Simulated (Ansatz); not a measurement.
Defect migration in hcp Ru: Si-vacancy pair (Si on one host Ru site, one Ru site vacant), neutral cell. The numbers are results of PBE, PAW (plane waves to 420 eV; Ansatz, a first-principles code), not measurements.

36-site cell at the relaxed PBE lattice, a 2×2×2 k-point mesh shifted by half a step along c, smearing 0.10 eV, spin-restricted, no finite-size correction. Static, classical nuclei. Forms of the defect that were not tried may lie lower. The start lies 0.11 eV above the lowest site run (PBE).

Barriers: single points on a 4×4×4 k-point mesh shifted by half a step along c at the bands' geometries (they differ from the bands' own by up to 0.05 eV, and are uncertain by about as much).

The step: Si and the vacancy change places (Si-vacancy distance between ideal sites 2.72 Å throughout). Atoms about the jump, Cartesian Å from the middle of the jump, before and after:

| atom | x0 | y0 | z0 | x1 | y1 | z1 |
|---|---|---|---|---|---|---|
| Si1 | 1.41 | 0.00 | 0.00 | -1.41 | 0.00 | 0.00 |
| Ru2 | -0.01 | 2.42 | 0.00 | 0.01 | 2.42 | 0.00 |
| Ru3 | -0.01 | -0.73 | 2.14 | 0.01 | -0.73 | 2.14 |
| Ru4 | -0.01 | -0.73 | -2.14 | 0.01 | -0.73 | -2.14 |
| Ru5 | 0.01 | -2.34 | 0.00 | -0.01 | -2.34 | 0.00 |
| Ru6 | -1.36 | 1.59 | 2.15 | -1.34 | 1.59 | 2.14 |
| Ru7 | 1.34 | 1.59 | 2.14 | 1.36 | 1.59 | 2.15 |
| Ru8 | -1.36 | 1.59 | -2.15 | -1.34 | 1.59 | -2.14 |
| Ru9 | 1.34 | 1.59 | -2.14 | 1.36 | 1.59 | -2.15 |
| Ru10 | -2.74 | 2.39 | 0.00 | -2.74 | 2.41 | 0.00 |
| Ru11 | 2.74 | 2.41 | 0.00 | 2.74 | 2.39 | 0.00 |
| Ru12 | -2.70 | -0.73 | 2.13 | -2.71 | -0.74 | 2.15 |
| Ru13 | 2.71 | -0.74 | 2.15 | 2.70 | -0.73 | 2.13 |
| Ru14 | -2.70 | -0.73 | -2.13 | -2.71 | -0.74 | -2.15 |
| Ru15 | 2.71 | -0.74 | -2.15 | 2.70 | -0.73 | -2.13 |
| Ru16 | 2.73 | -2.36 | 0.00 | 2.74 | -2.34 | 0.00 |

Question: Predict the transition state.

Answer: 
| atom | x | y | z |
|---|---|---|---|
| Si1 | -0.01 | 0.19 | 0.00 |
| Ru2 | -0.01 | 2.53 | 0.00 |
| Ru3 | -0.01 | -0.78 | 2.19 |
| Ru4 | -0.01 | -0.78 | -2.19 |
| Ru5 | -0.01 | -2.40 | 0.00 |
| Ru6 | -1.35 | 1.57 | 2.15 |
| Ru7 | 1.34 | 1.57 | 2.15 |
| Ru8 | -1.35 | 1.57 | -2.14 |
| Ru9 | 1.34 | 1.57 | -2.14 |
| Ru10 | -2.74 | 2.39 | 0.00 |
| Ru11 | 2.73 | 2.39 | 0.00 |
| Ru12 | -2.71 | -0.73 | 2.13 |
| Ru13 | 2.70 | -0.73 | 2.13 |
| Ru14 | -2.71 | -0.73 | -2.13 |
| Ru15 | 2.70 | -0.73 | -2.13 |
| Ru16 | 2.71 | -2.30 | 0.00 |
It lies 0.47 eV above the start and 0.47 eV above the end. The saddle point's order was not checked, and it lies on a symmetry element of the cell, where a band can be held.
